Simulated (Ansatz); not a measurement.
The starting structures come from a database of crystals and need not be the phases stable at ambient conditions.

 Where the default PAW files enter, the runs use the earlier of Ansatz's two default sets.

By PBEsol, the system below comes out a metal.

Given:

```
Sb
1.0
    3.24126     0.00000     0.00000
   -1.08042     3.05589     0.00000
    1.08042     1.52794     2.64647
Sb
1
Direct
  0.00000   0.00000   0.00000
```

Space group of this cell: Im-3m, bcc (W type). The cell is taken as given; by PBEsol its mean pressure is -0.6 GPa.

The current flows along the normal of the first two printed cell vectors, the (110) plane of the conventional cell. No spin-orbit coupling; the value is a mean over 0.1 eV about the Fermi level.

### Question
Give the ballistic conductance per area that PBEsol (Ansatz, an electronic-structure program) yields.

### Answer
1.4 × 10¹⁵ S/m² for both spins.
